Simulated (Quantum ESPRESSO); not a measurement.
Quantum ESPRESSO run on YMoC2 (Pnma, 16 atoms in the cell): self-consistent single point.

Level of theory: PBEsol, GBRV 1.5 ultrasoft (PBESOL) pseudopotentials (plane waves; Quantum ESPRESSO).

```
YMoC2
1.0
    5.70339     0.00000     0.00000
    0.00000     3.39678     0.00000
    0.00000     0.00000    10.75279
Y Mo C
4 4 8
Direct
  0.58689   0.25000   0.36216
  0.41311   0.75000   0.63784
  0.91311   0.75000   0.86216
  0.08689   0.25000   0.13784
  0.90159   0.25000   0.61020
  0.09841   0.75000   0.38980
  0.59841   0.75000   0.11020
  0.40159   0.25000   0.88980
  0.65757   0.25000   0.74741
  0.34243   0.75000   0.25259
  0.84243   0.75000   0.24741
  0.15757   0.25000   0.75259
  0.22111   0.25000   0.48201
  0.77889   0.75000   0.51799
  0.27889   0.75000   0.98201
  0.72111   0.25000   0.01799
```

Reference input (self-consistent single point, DFT, PBEsol, plane waves, GBRV 1.5 ultrasoft (PBESOL) pseudopotentials): ecutwfc = 40 Ry; ecutrho = 320 Ry; occupations = smearing; smearing = gauss; degauss = 0.0099958 Ry; potentials = {Y: y_pbesol_v1.4.uspp.F.UPF, Mo: mo_pbesol_v1.uspp.F.UPF, C: c_pbesol_v1.2.uspp.F.UPF}; K_POINTS = automatic 5 8 3 1 1 1; conv_thr = 1e-09 Ry; mixing_beta = 0.7. This run's input differs from it in these lines:

```diff
@@ -17,3 +17,3 @@
   smearing = 'gauss'
-  degauss = 0.0099958
+  degauss = 0.0073499
 /
```

Output (repeated stretches shortened):

```
     Self-consistent Calculation

     iteration #  1     ecut=    40.00 Ry     beta= 0.70

---- Real-time Memory Report at c_bands before calling an iterative solver
           480 MiB given to the printing process from OS
           287 MiB allocation reported by mallinfo(arena+hblkhd)
------------------

     negative rho (up, down):  6.230E-04 0.000E+00

     total energy              =   -1017.49053426 Ry
     estimated scf accuracy    <       4.67661064 Ry

     iteration #  2     ecut=    40.00 Ry     beta= 0.70

---- Real-time Memory Report at c_bands before calling an iterative solver
   [... lines left out ...]

---- Real-time Memory Report at c_bands before calling an iterative solver
           724 MiB given to the printing process from OS
           342 MiB allocation reported by mallinfo(arena+hblkhd)
------------------

     total energy              =   -1020.16557332 Ry
     estimated scf accuracy    <          1.0E-09 Ry

     iteration # 15     ecut=    40.00 Ry     beta= 0.70

---- Real-time Memory Report at c_bands before calling an iterative solver
           726 MiB given to the printing process from OS
           342 MiB allocation reported by mallinfo(arena+hblkhd)
------------------
     End of self-consistent calculation

     the Fermi energy is    14.9814 ev

!    total energy              =   -1020.16557332 Ry
     estimated scf accuracy    <          9.0E-10 Ry
     smearing contrib. (-TS)   =      -0.00264753 Ry
     internal energy E=F+TS    =   -1020.16292578 Ry

     convergence has been achieved in  15 iterations

     Forces acting on atoms (cartesian axes, Ry/au):

     atom    1 type  1   force =    -0.00006505    0.00000000    0.00231912
     atom    2 type  1   force =     0.00006505   -0.00000000   -0.00231912
     atom    3 type  1   force =     0.00006505   -0.00000000    0.00231912
     atom    4 type  1   force =    -0.00006505    0.00000000   -0.00231912
     atom    5 type  2   force =     0.00147016   -0.00000000   -0.00569025
   [... lines left out ...]

     Total force =     0.016690     Total SCF correction =     0.000102

          total   stress  (Ry/bohr**3)                   (kbar)     P=      -54.58
  -0.00039702   0.00000000   0.00000000          -58.40        0.00        0.00
   0.00000000  -0.00034948   0.00000000            0.00      -51.41        0.00
   0.00000000   0.00000000  -0.00036653            0.00        0.00      -53.92

   JOB DONE.
```

The run converged in 15 iterations. Against the reference run the free energy hardly moves (within 1 meV/atom), the pressure moves little (-5.44 to -5.46 GPa) and the largest force goes from 0.145 to 0.151 eV/Å.

The starting cell comes from a database of computed structures (which also holds hypothetical and non-ambient phases and stackings), without a prior relaxation at this level. Spin polarisation is off. With a pressure of about -5 GPa the cell is away from its equilibrium volume at this level.

Cost on one core of a shared machine: roughly 8 min.
